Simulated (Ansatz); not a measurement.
Ansatz (a quantum-chemistry and plane-wave program) run on AlNi (Cmm2, 2 atoms in the cell): self-consistent single point.

Method of the run: PBEsol, PAW files made with PBE (plane waves; Ansatz).

```yaml
crystal:
  lattice:
    - [1.93288, -1.94733, 0.00000]
    - [1.93288, 1.94733, 0.00000]
    - [0.00000, 0.00000, 3.09013]
  atoms:
    - { symbol: Al, position: [0.00000, 0.00000, 0.01618] }
    - { symbol: Ni, position: [0.50000, 0.50000, 0.50000] }
```

Reference input (self-consistent single point, DFT, PBEsol, plane waves, PAW files made with PBE): basis.ecutwfc = 30.9 Ry; kpoints.mp_grid.grid = 12 12 11; hamiltonian.xc = pbesol; hamiltonian.pseudopotentials = {kind: paw} (the program's default PAW files); scf.occupations.method = gaussian; scf.occupations.width = 0.0073 Ry. This run's input differs from it in these lines:

Ansatz 0.2 input:
```diff
@@ -11,3 +11,3 @@
 kpoints:
-  mp_grid: { grid: [12, 12, 11] }
+  mp_grid: { grid: [20, 20, 18] }
 hamiltonian:
@@ -16,3 +16,3 @@
 scf:
-  occupations: { method: gaussian, width: 0.0073 Ry }
+  occupations: { method: gaussian, width: 0.0147 Ry }
 output:
```

Log, with long lists cut:

```
SCF iter   1: F=—  HF=-6331.175871 eV  |F-HF|=—  |Δ(HF+E_count)|=         —  Δρ=7.33e-2  dr2=1.31e0  ethr=3.10e-3  ⟨swp⟩=4.1  Hψ=74086  notcnv=0
all-band conjugate gradients solve this SCF's bands
preconditioner: auto → none
SCF iter   2: F=—  HF=-6331.032967 eV  |F-HF|=—  |Δ(HF+E_count)|=   1.43e-1  Δρ=5.65e-2  dr2=8.21e-1  ethr=3.10e-3  ⟨swp⟩=2.0  Hψ=29731  notcnv=0  defer=235
   [... lines left out ...]
SCF iter   5: F=—  HF=-6330.830533 eV  |F-HF|=—  |Δ(HF+E_count)|=   2.40e-4  Δρ=5.77e-4  dr2=3.84e-5  ethr=1.78e-5  ⟨swp⟩=2.5  Hψ=22920  notcnv=0  defer=229
SCF iter   6: F=—  HF=-6330.830512 eV  |F-HF|=—  |Δ(HF+E_count)|=   2.08e-5  Δρ=1.18e-4  dr2=3.24e-6  ethr=1.83e-7  ⟨swp⟩=2.0  Hψ=28238  notcnv=0  defer=238
SCF iter   7: F=—  HF=-6330.830511 eV  |F-HF|=—  |Δ(HF+E_count)|=   1.06e-6  Δρ=2.97e-5  dr2=1.82e-7  ethr=1.54e-8  ⟨swp⟩=2.0  Hψ=23233  notcnv=0  defer=238
SCF iter   8: F=-6330.830511 eV  HF=-6330.830511 eV  |F-HF|=1.55e-9  |Δ(HF+E_count)|=   2.18e-8  Δρ=2.63e-6  dr2=1.17e-9  ethr=4.76e-10  ⟨swp⟩=5.6  Hψ=67309  notcnv=0
SCF 1 converged in 8 iterations: F = -6330.830511 eV  dr2 = 1.17e-9
Free energy (F): -6330.830511 eV
Internal energy: -6330.813143 eV  (E = F + TS)
E sigma→0 (E₀):  -6330.821827 eV
Entropy (-TS):   -0.017368 eV (-8.684 meV/atom)
Fermi energy:    14.224578 eV
--- Forces (eV/Å), atoms counted from 1 ---
  atom   1  Al     0.00000000     0.00000000    -0.33296322
  atom   2  Ni     0.00000000     0.00000000     0.33296417
--- Stress (GPa, compression-positive) ---
        5.238089       0.000000       0.000000
        0.000000       3.589139       0.000000
        0.000000       0.000000      -2.359518
  P = ⅓ Tr σ = 2.1559 GPa (21.559 kbar)
  The stress holds the Pulay correction. Without it, at fixed plane waves, as pw.x and ABINIT print it: P = 2.1118 GPa
```

The run converged in 8 iterations. Against the reference run the free energy drops by 2.2 meV/atom, the pressure stays near 2.16 GPa while the zz stress (positive for compression) goes from -2.72 to -2.36 GPa and the largest force moves little (0.332 to 0.333 eV/Å).

The starting cell comes from a database of computed structures (which also holds hypothetical and non-ambient phases and stackings), without a prior relaxation at this level. Its lattice was rescaled by up to half a per cent. One atom was moved a little off its site on purpose. Spin polarisation is off. Ansatz's pressure includes its estimate of the finite-basis (Pulay) stress.
